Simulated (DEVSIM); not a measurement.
Structure: Ru/HfO2/SiO2/p-Si capacitor, at 300 K.

Layer 1 from the left is HfO2, thickness (nm) 5.00. Layer 2 from the left is SiO2, thickness (nm) 0.540. Layer 3 from the left is Si, thickness (nm) 6700, Na (cm⁻³) 7.3e15.

Metal gate on the left, work function 4.7 eV. Fixed charge at the semiconductor interface 0 cm⁻² (in units of +e); no interface traps.

This is a model device: material constants are rounded textbook-type values typed into the input, and sizes, dopings and lifetimes were drawn at random. Values at 300 K.

HfO2: gap (eV) 5.7, affinity (eV) 2.5, permittivity 22. SiO2: gap (eV) 9, affinity (eV) 0.9, permittivity 3.9. Si: gap (eV) 1.124, affinity (eV) 4.05, permittivity 11.7, Nc (cm⁻³) 2.86e19, Nv (cm⁻³) 3.1e19.

Q: Estimate by hand the flat-band voltage, the threshold voltage, and compare with a numerical solution.

A: 
- Flat-band voltage: C = 2.42 μF/cm², work-function difference -0.258 V; VFB = φms − qNf/C = -0.26 V; numerical -0.26 V.
- Threshold voltage: φF = 0.347 V, depletion charge √(4εqNφF) = 4.10e-8 C/cm²; VT = VFB + 2φF + Qd/C = 0.45 V; numerical 0.45 V.

DEVSIM, 1D Poisson equation in equilibrium, Boltzmann statistics, complete ionisation; no quantum confinement or tunnelling. Metal contacts follow the ideal Schottky-Mott rule: no Fermi-level pinning, no interface dipoles.
